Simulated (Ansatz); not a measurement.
# What pressure 50 GPa does to SiC

Start from SiC in the wurtzite structure (space group P6_3mc, No. 186; a = 3.075 Å, c = 5.048 Å).

Modification: a hydrostatic pressure of 50 GPa.

Method: r2SCAN, PAW, 500 eV (Ansatz, a first-principles code; no spin-orbit coupling). Settings: 12×12×7 k-points, 0.05 eV Fermi–Dirac smearing.

- Volume per atom = 8.80 Å³ (base 10.34 Å³)
- Density = 3.78 g/cm³ (base 3.22 g/cm³)
- c/a ratio = 1.638 (base 1.642)
- Shortest interatomic distance = 1.785 Å (base 1.883 Å)
- Band gap = 2.41 eV (base 2.65 eV)
- Gap character = indirect, Γ → K (base indirect, Γ → K)
- Smallest direct gap = 4.84 eV (base 4.48 eV)
- Electron mass = 0.24 mₑ along c, 0.40 mₑ across (at K) (base 0.26 mₑ along c, 0.43 mₑ across (at K))
- Valence-band top at Γ (three highest levels, from the VBM) = 0.00, 0.00, -0.09 eV (base 0.00, 0.00, -0.11 eV)
- Valley order (the lowest conduction-band minima on the path, energy above the VBM, named in the base's zone) = K (1/3, 1/3, 0) 2.41 eV; M (1/2, 0, 0) 3.56 eV

Cost of the whole job for the changed cell (relaxation, final SCF and bands): very roughly 23 core-seconds.

Load acts through the strain it causes; cell and atoms are relaxed under it. Effective masses come from finite differences of ±0.01 Å⁻¹. Stability against distortions was not tested. Competing high-pressure phases were not computed.
